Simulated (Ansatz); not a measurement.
## What uniaxial strain ε_zz = −2.50 % does to Ru

Start from Ru in the hcp (Mg type) structure (space group P6_3/mmc, No. 194; a = 2.691 Å, c = 4.249 Å; relaxed with 0.1 eV smearing). Axes: x lies along a and z along c of the hexagonal cell.

One thing is altered: the cell is compressed by 2.50 % along z with no lateral relaxation; the atoms relax in the strained cell.

All numbers come from PBEsol (Ansatz, an electronic-structure program, PAW, no SOC). Γ-centred 25×25×14 mesh, Fermi–Dirac width 0.1 eV.

```csv
quantity,base,changed,shift
space group,P6_3/mmc (No. 194),P6_3/mmc (No. 194),–
shortest interatomic distance,2.632 Å,2.589 Å,-0.043 Å
energy relative to the base (free energy F),0 meV/atom,+20 meV/atom,+20 meV/atom
"pressure (mean of the normal stresses, compression positive)",0.0 GPa,10.0 GPa,+10.0 GPa
band gap,zero,zero,–
"stress (xx, yy, zz, yz, xz, xy; compression positive)",–,"(5.3, 5.3, 19.4, 0.0, 0.0, 0.0) GPa",–
```

Final structure:

```
CELL_PARAMETERS angstrom
      2.69139     0.00000     0.00000
     -1.34570     2.33081     0.00000
      0.00000     0.00000     4.14269
ATOMIC_POSITIONS crystal
  Ru 0.66667 0.33333 0.75000
  Ru 0.33333 0.66667 0.25000
```

Stability against distortions was not tested. The final runs are not spin-polarised.
